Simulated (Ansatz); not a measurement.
Reference: AlN (P6_3mc), r2SCAN with spin-orbit coupling, rigid bands (plane waves, PAW; Ansatz, an electronic-structure program); axes and stresses refer to this cell.

```yaml
crystal:
  lattice:
    - [3.11376, 0.00000, 0.00000]
    - [-1.55688, 2.69660, 0.00000]
    - [0.00000, 0.00000, 4.98368]
  atoms:
    - { symbol: Al, position: [0.33333, 0.66667, 0.99651] }
    - { symbol: Al, position: [0.66667, 0.33333, 0.49651] }
    - { symbol: N, position: [0.33333, 0.66667, 0.37849] }
    - { symbol: N, position: [0.66667, 0.33333, 0.87849] }
```

The Seebeck coefficient, n-type 1e19 cm⁻³ is -159 μV/K, the Seebeck coefficient, p-type 1e19 cm⁻³ is 371 μV/K and the band gap is 4.82 eV.

Task: After one change the values are Seebeck coefficient, n-type 1e19 cm⁻³ -162 μV/K; Seebeck coefficient, p-type 1e19 cm⁻³ 520 μV/K; band gap 5.17 eV. Which change was made?
A. biaxial stress in the c plane of 9 GPa (compression positive)
B. biaxial stress in the c plane of -9 GPa (compression positive)
C. biaxial stress in the c plane of -13.5 GPa (compression positive)
D. biaxial stress in the c plane of -18 GPa (compression positive)

Result: A, biaxial stress in the c plane of 9 GPa (compression positive)

Seebeck coefficients are for the stated density at 300 K, with one relaxation time for all states and whether or not that doping can be reached. Stresses and pressures are the targets of the relaxation.  The structure type is held under load, also where the real crystal would transform.
